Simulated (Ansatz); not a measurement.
The parent structure is Au in the fcc (Cu type) structure (space group Fm-3m, No. 225).

```xyz
1
Lattice="0.0000 2.0417 2.0417 2.0417 0.0000 2.0417 2.0417 2.0417 0.0000" Properties=species:S:1:pos:R:3 pbc="T T T"
Au     0.0000     0.0000     0.0000
```

All numbers come from PBEsol/PAW in Ansatz (an electronic-structure program), spin-orbit coupling left out.

One change was made to it. Results:

```csv
quantity,base,after
shortest interatomic distance,5.456 bohr,5.467 bohr
density,19.21 g/cm³,19.10 g/cm³
```

Question: Name the change that was made.
A) pressure −2 GPa
B) pressure −1 GPa
C) pressure 4.5 GPa

Answer: B, pressure −1 GPa. For comparison, the density in the other runs: pressure −2 GPa gives 18.99 g/cm³; pressure 4.5 GPa gives 19.68 g/cm³.

Load acts through the strain it causes; cell and atoms are relaxed under it. Stability against distortions was not tested.
